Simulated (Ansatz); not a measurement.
# Pressure series in hypothetical diamond W

Consider W in the diamond structure (space group Fd-3m, No. 227; a = 5.829 Å; a hypothetical phase, not in the database extracts checked).

Cell and atoms are relaxed at each pressure.

All numbers come from Ansatz (a program for electronic structure) PBE, no spin-orbit coupling.

| pressure (GPa) | volume per atom (Å³/atom) |
|---|---|
| 0 | 24.763 |
| 0.7 | ? |
| 1.5 | 24.462 |
| 3 | 24.176 |
| 5 | 23.819 |
| 7.5 | 23.405 |
| 10 | 23.023 |

**Question.** Fit the third-order Birch–Murnaghan form P(V) = (3B₀/2)[(V₀/V)^(7/3) − (V₀/V)^(5/3)]·[1 + (3/4)(B₀′ − 4)((V₀/V)^(2/3) − 1)] (squares taken in P) to the rows shown and predict the withheld row.

**Answer.** Least squares on the printed values gives V₀ = 24.763 Å³/atom, B₀ = 119 GPa, B₀′ = 3.8; this predicts 24.620 Å³/atom, and the run gives 24.620 Å³/atom, in agreement.

Load acts through the strain it causes; cell and atoms are relaxed under it. No phonon test of stability was made. No other phases were tried under pressure. All final runs are without spin polarisation. W has a high density of states at the Fermi level and may be magnetic at this level.
